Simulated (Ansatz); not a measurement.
Sensitivity of a calculation on ZrGa₃ (I4/mmm, 4 atoms in the cell) to its settings

```
ZrGa3
1.0
   -1.92112     1.92112     4.49889
    1.92112    -1.92112     4.49889
    1.92112     1.92112    -4.49889
Zr Ga
1 3
Direct
  0.00000   0.00000   0.00000
  0.25000   0.75000   0.50000
  0.75000   0.25000   0.50000
  0.50000   0.50000   0.00000
```

Base run A: LDA (PW92), default PAW files made with PBE in Ansatz (a program for electronic structure), self-consistent single point.

Its settings: basis.ecutwfc = 420 eV; kpoints.mp_grid.grid = 14 14 14; hamiltonian.xc = lda; hamiltonian.pseudopotentials = {kind: paw} (the program's default PAW files); scf.occupations.method = cold; scf.occupations.width = 0.1 eV.

The starting cell comes from a database of computed structures (which also holds hypothetical and non-ambient phases and stackings), without a prior relaxation at this level. Its lattice was rescaled by a random factor within 2.5 % of one. Ansatz's pressure includes its estimate of the finite-basis (Pulay) stress.

ΔF is the free energy per atom less that of run A. A dash stands where there is no value to compare (another energy zero or no entropy term, no result, no spin, no clean gap, or a mesh too coarse for one). Absolute energies have different zeros for different potentials, functionals, Hubbard and dispersion terms and are not compared across them.

```tsv
run	change	ΔF (meV/atom)	pressure (GPa)	largest force (eV/Å)	k-points	valence electrons
A	base	0.00	-1.63	0.000	244	51
B	hamiltonian.xc: lda → pbesol; hamiltonian.dispersion: default → d3bjatm [PBEsol-D3BJ-ATM]	–	-1.99	0.000	244	51
C	scf.convergence.dr2_threshold: default (1e-07 eV) → 1e-08 eV	0.00	-1.63	0.000	244	51
D	scf.occupations.width: 0.1 eV → 0.05 eV	-0.05	-1.62	0.000	244	51
E	hamiltonian.xc: lda → blyp [BLYP]	–	12.59	0.000	244	51
F	2 x 2 x 1 supercell at the zone centre alone; kpoints.mp_grid.grid: 14 14 14 → 1 1 1	-64.4	-0.13	0.368	1	204
G	scf.mixing.preconditioner: default (the program chose Kerker) → resta; scf.mixing.eps_inf: default → 5	0.00	-1.63	0.000	244	51
```

Run B against A: The pressure goes from -1.63 to -1.99 GPa.

Run F against A: The free energy drops by 64.4 meV/atom, the pressure goes from -1.63 to -0.13 GPa and the largest force goes from 0.000 to 0.368 eV/Å.

Keys are those of Ansatz 0.2.
